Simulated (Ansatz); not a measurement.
**Ti, response to strain**

The reference is Ti in the hcp (Mg type) structure (space group P6_3/mmc, No. 194; a = 2.937 Å, c = 4.641 Å; relaxed with 0.1 eV smearing). Axes: x lies along a and z along c of the hexagonal cell.

Strains are applied to the cell and any free atomic positions relax; under biaxial strain the out-of-plane vector relaxes too.

All numbers come from r2SCAN in Ansatz (plane waves to 500 eV, PAW, no spin-orbit coupling), earlier PAW set.

Notes on the quantities. pressure: mean of the normal stresses, compression positive.

```tsv
change	volume per atom	pressure	space group
base	17.33 Å³	0.0 GPa	P6_3/mmc (No. 194)
biaxial strain −4.16 %, plane normal [001], relaxed out of plane	16.46 Å³	6.6 GPa	P6_3/mmc (No. 194)
biaxial strain −3.64 %, plane normal [001], relaxed out of plane	16.57 Å³	5.7 GPa	P6_3/mmc (No. 194)
biaxial strain −2.07 %, plane normal [001], relaxed out of plane	16.89 Å³	3.1 GPa	P6_3/mmc (No. 194)
biaxial strain +3.48 %, plane normal [001], relaxed out of plane	18.06 Å³	-4.4 GPa	P6_3/mmc (No. 194)
biaxial strain +3.79 %, plane normal [001], relaxed out of plane	(withheld)	(withheld)	P6_3/mmc (No. 194)
biaxial strain +4.66 %, plane normal [001], relaxed out of plane	18.30 Å³	-5.6 GPa	P6_3/mmc (No. 194)
isotropic strain +4.84 %	19.97 Å³	-12.8 GPa	P6_3/mmc (No. 194)
uniaxial strain ε_zz = −1.63 %	17.05 Å³	2.0 GPa	P6_3/mmc (No. 194)
tensor shear ε_xy = +0.89 %	17.33 Å³	0.0 GPa	P2_1/m (No. 11)
```

**Question.** Complete the table.

**Answer.** 
- biaxial strain +3.79 %, plane normal [001], relaxed out of plane, volume per atom: 18.13 Å³
- biaxial strain +3.79 %, plane normal [001], relaxed out of plane, pressure: -4.8 GPa

Stability against distortions was not tested. The final runs are not spin-polarised.

Ansatz is a quantum-chemistry and plane-wave program.
